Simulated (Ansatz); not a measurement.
Take Te (space group P3_121, No. 152; made of chains) as the base.

```
CELL_PARAMETERS angstrom
      4.62412     0.00000     0.00000
     -2.31206     4.00460     0.00000
      0.00000     0.00000     5.90339
ATOMIC_POSITIONS crystal
  Te 0.25335 0.00000 0.33333
  Te 0.00000 0.25335 0.66667
  Te 0.74665 0.74665 0.00000
```

Cartesian axes are those of the cell as printed.

Method: Ansatz (a first-principles code), r2SCAN, PAW, cutoff 500 eV, no spin-orbit coupling.

Modification: the cell is compressed by 0.79 % along z with no lateral relaxation, atoms relaxed at fixed cell.

Predict the stress tensor and what it implies for the stiffness.

Stress of the strained cell less that of the base (GPa, compression positive):
```
   0.14    0.00    0.00
   0.00    0.14    0.00
   0.00    0.00    0.47
```

Then −Δσ_ii/ε with ε = -0.0079 gives relaxed-ion elastic constants: C33 ≈ 60 GPa.

No phonon test of stability was made. No dispersion term is included, though the crystal is made of layers, chains or molecules, so its spacings can come out too wide.
